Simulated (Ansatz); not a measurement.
Results of HSE06 in Ansatz (PAW) for SiO₂ (model structure, started from the tetragonal ZrO2 type, P4₂/nmc, No. 137, 6 atoms in the cell).

Numerical settings: plane-wave cutoff 460 eV, 8×8×4 k mesh (along the axes of the cell as run), Fermi–Dirac smearing 0.01 eV, scalar-relativistic PAW data made under PBE.

Cell (relaxed with PBEsol):

```yaml
crystal:
  lattice:
    - [2.82094, 0.00000, 0.00000]
    - [0.00000, 2.82094, 0.00000]
    - [0.00000, 0.00000, 8.62811]
  atoms:
    - { symbol: Si, position: [0.00000, 0.00000, 0.00000] }
    - { symbol: Si, position: [0.50000, 0.50000, 0.50000] }
    - { symbol: O, position: [0.00000, 0.50000, 0.09899] }
    - { symbol: O, position: [0.00000, 0.50000, 0.59899] }
    - { symbol: O, position: [0.50000, 0.00000, 0.40101] }
    - { symbol: O, position: [0.50000, 0.00000, 0.90101] }
```

Task: What does this level give for the band gap and smallest direct gap on the k points sampled?

Result: 
- band gap: 7.04 eV (indirect)
- smallest direct gap on the k points sampled: 7.38 eV

Note: the relaxation could raise the start's symmetry but not lower it, so the cell can be a saddle point; cell and atoms aren't relaxed at this level (largest force component 0.44 eV/Å, pressure -2.7 GPa).

The computed numbers hold no vibrational or temperature effects.

A model structure was made by putting elements into a prototype or built by hand; it is no filed structure, need not be a known phase, and can be a saddle point held by its symmetry.

Ansatz is a quantum-chemistry and plane-wave program.
